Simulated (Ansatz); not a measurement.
CsCl-type ErAg was calculated with LDA (plane waves, PAW; Ansatz, a first-principles code).

Numerical settings: plane-wave cutoff 520 eV, 16×16×16 k mesh, Fermi–Dirac smearing 0.05 eV, spin-polarised with parallel moments, scalar-relativistic PAW data made under PBE.

Cell (relaxed at this level):

```xyz
2
Lattice="3.5249 0.0000 0.0000 0.0000 3.5249 0.0000 0.0000 0.0000 3.5249" Properties=species:S:1:pos:R:3 pbc="T T T"
Ag     0.0000     0.0000     0.0000
Er     1.7625     1.7625     1.7625
```
Starting moments (μB, in the order of the record's atoms Ag Er): 0.0 3.0.

What does this level give for the bulk modulus?


- bulk modulus = 68.7 GPa

The run finds no gap.

Note: the magnetic order was assumed, not searched for or taken from measurement; the bulk modulus is −V dP/dV from two relaxed cells at ±2 % in volume; the 4f shell is treated without U or exact exchange, so its levels and filling can be wrong.

Spin–orbit coupling is not included.

The computed numbers hold no vibrational or temperature effects.

It cost roughly 3 core-minutes of CPU time.
